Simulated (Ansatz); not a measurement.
The reference is CdS in the wurtzite structure (space group P6_3mc, No. 186; a = 4.164 Å, c = 6.767 Å). Axes: x lies along a and z along c of the hexagonal cell.

Computed with Ansatz (a first-principles code) r2SCAN, spin-orbit coupling left out.

Free-standing slabs (4 atom(s) a layer) normal to the y axis with 15 Å of vacuum; in-plane cell held at bulk.

One change was made to it. Results:

The band gap rises by 0.76 eV, from 1.63 eV to 2.39 eV; the gap character comes out as direct at Γ; the shortest interatomic distance shrinks by 0.089 Å to 2.455 Å; the valence-band top at Γ (three highest levels, from the VBM) goes from 0.00, 0.00, -0.04 eV to 0.00, -0.50, -1.32 eV.

Task: Which of these changes matches the shifts?
(A) 3 layers
(B) 4 layers
(C) 1 layer
(D) 2 layers

Result: C, 1 layer. For comparison, the band gap in the other runs: 4 layers gives 1.79 eV; 3 layers gives 1.87 eV; 2 layers gives 2.02 eV.

No phonon test of stability was made. k-point labels follow each cell's own Brillouin zone.
